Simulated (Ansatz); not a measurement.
System: fluorite NiSi₂. Method: BLYP in Ansatz (plane waves, PAW).

Numerical settings: plane-wave cutoff 520 eV, 18×18×18 k mesh, Fermi–Dirac smearing 0.05 eV, no spin polarisation, scalar-relativistic PAW data made under PBE.

Pressure at four volumes; x = ln(V/14.197 Å³). One pressure is withheld.

```csv
V (Å³/atom),x,P (GPa)
13.345,-0.0619,?
13.629,-0.0408,5.28
14.197,0.0000,0.08
15.049,0.0583,-5.69
```

Q: Pass a parabola P(x) through the three rows shown, estimate the bulk modulus and its pressure derivative near zero pressure, and predict the withheld pressure.

A: Slopes between the rows: (0.08 − (5.28))/(0.0000 − (-0.0408)) = -127.45 and (-5.69 − (0.08))/(0.0583 − (0.0000)) = -98.97 GPa. Their difference over the span 0.0991 is c = 28.48/0.0991 = 287.4 GPa, so P(x) = 5.28 + (-127.45)(x − (-0.0408)) + 287.4 (x − (-0.0408))(x − (0.0000)). At the middle row B = −dP/dx = −[-127.45 + 287.4 × 0.0408] = 115.7 GPa, and B′ = dB/dP = 2c/B = 5.0. At x = -0.0619 the parabola gives 8.34 GPa; the run gives 8.40 GPa. The Birch–Murnaghan fit to the energies at all volumes has B0 = 114 GPa and B′ = 5.1.

Ansatz is an electronic-structure program.
